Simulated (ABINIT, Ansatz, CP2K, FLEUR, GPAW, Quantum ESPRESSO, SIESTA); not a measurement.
# Code comparison for GaSb (F-43m, 2 atoms in the cell)

Self-consistent single point.

```
GaSb
1.0
    0.00000     3.05000     3.05000
    3.05000     0.00000     3.05000
    3.05000     3.05000     0.00000
Ga Sb
1 1
Direct
  0.00000   0.00000   0.00000
  0.25000   0.25000   0.25000
```

Shared settings, as Ansatz (a program for electronic structure) writes them: kpoints.mp_grid.grid = 8 8 8; scf.occupations.method = fermi_dirac; scf.occupations.width = 0.01 eV. Potentials and cutoffs stand in the table.

```tsv
code	model	pressure (GPa)	gap on the mesh (eV)	cutoff
SIESTA	GGA PBEsol, numerical atomic orbitals DZP, PseudoDojo PBEsol standard norm-conserving potentials (rewritten from UPF to PSML)	0.95	0.050	grid 300 Ry
FLEUR	PBEsol, all-electron FLAPW (FLEUR), scalar-relativistic valence	–	0.044	Kmax 4.3 1/bohr
CP2K	PBEsol, GPW, DZVP-MOLOPT-SR-GTH basis, GTH-PBE potentials (GTH_POTENTIALS)	1.69	0.053	grid 600 Ry
Ansatz	PBEsol, default PAW files made with PBE	0.22	–	default
Quantum ESPRESSO	PBEsol, PSlibrary PAW (PBE) pseudopotentials	0.22	0.069	70 Ry
ABINIT	PBEsol, norm-conserving pseudopotentials (PseudoDojo nc-sr-04 PBEsol standard)	0.22	–	80 Ry
GPAW	PBEsol, GPAW PAW datasets PBEsol (made by gpaw-setup)	0.29	0.101	600 eV
```

A dash marks a value that a program does not give, or that is left out as unsure.

No gap is tabulated for Ansatz and ABINIT: it is not read from that output, or partly filled or unconverged empty levels leave it unsure.

Gaps are read on the mesh.

On Ansatz's run: spin-orbit coupling is off.

The spread over the programs that give each value: pressure within 1.47 GPa; gap on the mesh within 0.057 eV.

SIESTA and CP2K use small atom-centred bases, whose incompleteness enters pressures, forces and empty levels differently from a plane-wave cutoff. FLEUR treats all electrons, but the usual bases taken here (sphere radii, linearisation, local orbitals, empty states) were not tested for convergence, so the values are no reference for the others. Ansatz's pressure is given at a fixed set of plane waves, as the other plane-wave codes print theirs; with its correction for the finite basis it is 0.26 GPa. In the pressure, CP2K (by 1.46) lies more than 1 GPa from the median of the plane-wave programs.

The starting cell has typed, rounded lattice constants, without a prior relaxation at this level.

Left out of this page: Elk (not drawn, or without a comparable value).

Keys are those of Ansatz 0.2.
